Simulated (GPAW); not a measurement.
Band structure of AlN (F-43m, 2 atoms in the cell).

```yaml
crystal:
  lattice:
    - [0.00000, 2.18399, 2.18399]
    - [2.18399, 0.00000, 2.18399]
    - [2.18399, 2.18399, 0.00000]
  atoms:
    - { symbol: Al, position: [0.00000, 0.00000, 0.00000] }
    - { symbol: N, position: [0.75000, 0.75000, 0.75000] }
```

Computed with LDA (Perdew-Wang 92), GPAW PAW datasets LDA (gpaw-data 1.0.1) (plane waves; GPAW).

Settings: mode = pw; ecut = 950 eV; xc = LDA; kpts = 7 7 7; mesh shift (steps) = 0 0 0; occupations.name = fermi-dirac; occupations.width = 0 eV; nbands = -8; convergence.bands = -6; symmetry.symmorphic = false; symmetry.tolerance = 0.0005; maxiter = 150; bandpath_npoints = 40.

The starting cell comes from a database of computed structures (which also holds hypothetical and non-ambient phases and stackings), without a prior relaxation at this level.

Problem. Predict the gap along the standard path and the places of the band edges.

Solution. The gap along the path is 3.24 eV, from Γ to X; the smallest direct gap on it is 4.27 eV.

Levels in eV from the top of the valence band on the SCF mesh, bands 1 to 8:
| point | 1 | 2 | 3 | 4 | 5 | 6 | 7 | 8 |
|---|---|---|---|---|---|---|---|---|
| Γ | -14.83 | 0.00 | 0.00 | 0.00 | 4.27 | 12.36 | 12.36 | 12.36 |
| X | -12.05 | -4.96 | -1.79 | -1.79 | 3.24 | 8.42 | 13.78 | 15.51 |
| W | -11.99 | -3.82 | -3.48 | -2.73 | 5.97 | 11.26 | 11.86 | 12.00 |
| K | -12.06 | -4.30 | -3.68 | -1.39 | 5.08 | 9.94 | 12.91 | 14.01 |
| L | -12.71 | -5.91 | -0.49 | -0.49 | 7.29 | 9.80 | 10.98 | 10.98 |
| U | -12.06 | -4.30 | -3.68 | -1.39 | 5.08 | 9.94 | 12.91 | 14.01 |
